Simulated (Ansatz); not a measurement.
The starting structures come from a database of crystals and need not be the phases stable at ambient conditions.

 Where the default PAW files enter, the runs use the earlier of Ansatz's two default sets.

Tunnelling through a barrier is set by its complex band structure: the current falls as exp(−2κd) with the smallest κ.

Here is the system:

```
O2Si
1.0
    7.01170     0.00000     0.00000
    0.00000     7.01261     0.00000
    0.00000     0.00000     6.87585
Si O
8 16
Direct
  0.25641   0.30486   0.75069
  0.74359   0.80486   0.74931
  0.24359   0.69514   0.25069
  0.75641   0.19514   0.24931
  0.44492   0.00442   0.00766
  0.55508   0.50442   0.49234
  0.05508   0.99558   0.50766
  0.94492   0.49558   0.99234
  0.81996   0.31370   0.05868
  0.18004   0.81370   0.44132
  0.68004   0.68630   0.55868
  0.31996   0.18630   0.94132
  0.19625   0.16432   0.57535
  0.80375   0.66432   0.92465
  0.30375   0.83568   0.07535
  0.69625   0.33568   0.42465
  0.92086   0.93953   0.68967
  0.07914   0.43953   0.81033
  0.57914   0.06047   0.18967
  0.42086   0.56047   0.31033
  0.06966   0.56378   0.17688
  0.93034   0.06378   0.32312
  0.43034   0.43622   0.67688
  0.56966   0.93622   0.82312
```

Space group of this cell: P2_12_12_1. The cell is taken as given.

Transport runs along the normal of the first two printed cell vectors.

The gap is the functional's own, uncorrected, and κ follows it; spin-orbit coupling is left out. Mid-gap values are interpolated between the computed energies.

Question: Compute, with r2SCAN run with Ansatz (an electronic-structure program), the band gap and the smallest decay constant κ at mid-gap.

Answer: Gap 6.38 eV on a 4×4×6 mesh; κ = 0.541 1/Å, at the zone centre.
